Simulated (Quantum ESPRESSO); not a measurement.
**Equation of state of hcp Be (space group 194): energy against volume (Quantum ESPRESSO, PBE)**

```
Be
1.0
    2.20495     0.00000     0.00000
   -1.10248     1.90954     0.00000
    0.00000     0.00000     3.44704
Be
2
Cartesian
  1.10248   0.63651   2.58528
  0.00000   1.27303   0.86176
```

Method of the run: PBE, PSlibrary PAW (PBE) pseudopotentials (plane waves; Quantum ESPRESSO 7.5). Settings: ecutwfc = 52 Ry; ecutrho = 312 Ry; occupations = smearing; smearing = fd; degauss = 0.0036749 Ry; potentials = {Be: Be.pbe-n-kjpaw_psl.1.0.0.UPF}; K_POINTS = automatic 34 34 18 0 0 0; conv_thr = 1e-10 Ry. The cell above is the first row's. The rows scale it uniformly. In all rows fractional positions and the k mesh are held. E is the free energy at the stated smearing, counted from the lowest row.

| V (Å^3/atom) | E (meV/atom) |
|---|---|
| 7.2568 | 22.12 |
| 7.4145 | 12.09 |
| 7.5723 | 5.24 |
| 7.7300 | 1.29 |
| 7.8878 | 0.00 |
| 8.0456 | 1.16 |
| 8.2033 | 4.55 |
| 8.3611 | 10.00 |
| 8.5188 | ? |

**Question.** Fit E against V with the third-order Birch-Murnaghan form, a cubic in V^(-2/3), and predict the withheld value at V = 8.5188.

**Answer.** With u = V^(-2/3) - 0.254, the rows have u = 0.012790, 0.008994, 0.005327, 0.001788, -0.001635, -0.004946, -0.008148, -0.011251. Least squares gives E = 0.304 + 359.86·u + 107004·u² - 139743·u³. Residuals (row less fit): 0.002, -0.005, 0.004, 0.001, -0.002, 0.001, -0.001, 0.001; standard error 0.004 (degrees of freedom: 4). Its minimum lies at u = -0.001676, so V0 = (0.252324)^(-3/2) = 7.890. There d²E/du² = 215400 and d³E/du³ = -838500, so B0 = (4/9) × 7.890^(-7/3) × 215400 × 0.160218 = 124 GPa (the last factor turns the table's units into GPa), and B0' = 4 + (2/3) × 0.252324 × (-838500)/215400 = 3.3. The program's pressures in the fitted runs (not shown) pass through zero at V = 7.89, 0.00 % from this V0. At the withheld row, u = -0.014256, so E = 0.304 + 359.86 × (-0.014256) + 107004 × (-0.014256)² - 139743 × (-0.014256)³ = 17.326 meV/atom. The calculation gives 17.34 meV/atom, 0.014 meV/atom above the prediction (0.1 % of the range of E in the table). The row lies outside the fitted rows, so this is an extrapolation. From the scatter of the fitted rows alone, a prediction at this place has a standard error of 0.009 meV/atom, so the miss is 1.6 times that.

Carrying the step between the two nearest rows on in a straight line would have given 15.45, off by 1.89; series whose last step already gives the withheld value aren't shown. The reference cell has the volume at which an earlier scan in this program and functional put its minimum by a fit; axis ratios and inner coordinates come from a measured-size cell. The runs keep the symmetry of the cell, so they don't test it for distortions. The shape of the cell and the inner coordinates aren't relaxed, so V0 and B0 belong to this uniform scaling; a relaxed crystal lies no higher in energy and is usually softer. Cutoffs and mesh are single choices, not tested for convergence of this quantity. Series with a scatter that would blur these digits, or in which a gap closes, are not shown. Nor are scans whose minimum lies at an end fitted in this form.
